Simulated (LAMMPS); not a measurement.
LAMMPS 22 Jul 2025, classical MD, Tersoff (Ge.tersoff): Ge, 1728 atoms.

* **task**: MD, nve
* **potential**: Tersoff, Ge.tersoff
* **copies of the repeat unit**: 6×6×6
* **shape (slab and sphere leave vacuum in the box)**: bulk
* **neighbor skin**: 2 Å
* **neigh_modify**: every 1 delay 0 check yes
* **newton**: on (default)
* **atom_modify sort (bins of 2 Å where set)**: 1000 (default)
* **comm_style**: brick (default)
* **box**: 33.9 × 33.9 × 33.9 Å
* **start**: generated diamond lattice, warmed in an untimed run

All runs start from one configuration, warmed at this fixed volume for 1000 steps under a thermostat at 100 K. The run at the shortest step has a mean temperature of 97.9 K and a mean pressure of -4.0 GPa.

Each run covers about 2.0 ps at constant energy (mean temperature 97.9 K at the shortest step); σ is the standard deviation over the printed steps. Single runs; times are not shown.

Steps tried: 0.5 fs, 1 fs, 2 fs, 2.5 fs, 4 fs, 5 fs, 8 fs, 10 fs, 16 fs, 20 fs, 32 fs.

Problem. What is the longest step at which the total energy fluctuates by under 10 % of the kinetic energy's fluctuation?

Solution. 10 fs. The run fails or blows up at 32 fs.

| time step | σ(E total)/σ(E kinetic) | last minus first total energy (meV/atom) | mean temperature (K) |
|---|---|---|---|
| 0.5 fs | 0.00016 | under 0.001 | 97.9 |
| 1 fs | 0.00065 | under 0.001 | 97.9 |
| 2 fs | 0.0026 | under 0.001 | 97.8 |
| 2.5 fs | 0.0041 | under 0.001 | 97.7 |
| 4 fs | 0.010 | under 0.001 | 97.4 |
| 5 fs | 0.016 | under 0.001 | 97.2 |
| 8 fs | 0.042 | −0.0081 | 96.0 |
| 10 fs | 0.066 | −0.0024 | 95.0 |
| 16 fs | 0.22 | +0.25 | 90.6 |
| 20 fs | 0.55 | +0.78 | 86.9 |
| 32 fs | stops: Lost atoms | — | — |

The bar is a choice.
